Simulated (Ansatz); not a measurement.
The starting structures come from a database of crystals and need not be the phases stable at ambient conditions.

 Where the default PAW files enter, the runs use the earlier of Ansatz's two default sets.

The decay constant κ of evanescent states in the gap governs leakage through a thin film.

Here is the system:

```
ScF3
1.0
    5.71368     0.00000     0.00000
   -2.85684     4.94819     0.00000
    2.85684     1.64940     2.33115
Sc F
1 3
Direct
  0.00000   0.00000   0.00000
  0.49807   0.99807   0.50000
  0.50193   0.50000   0.50000
  0.00000   0.00193   0.50000
```

Space group of this cell: R32. The cell is taken as given.

Transport runs along the normal of the first two printed cell vectors, the (001) plane of the conventional cell.

The gap is the functional's own, uncorrected, and κ follows it; spin-orbit coupling is left out. Mid-gap values are interpolated between the computed energies.

### Question
Compute, with Ansatz (an electronic-structure program) with r2SCAN, the band gap and the smallest decay constant κ at mid-gap.

### Answer
Gap 6.95 eV on a 14×14×14 mesh; κ = 0.653 1/Å, at the zone centre.
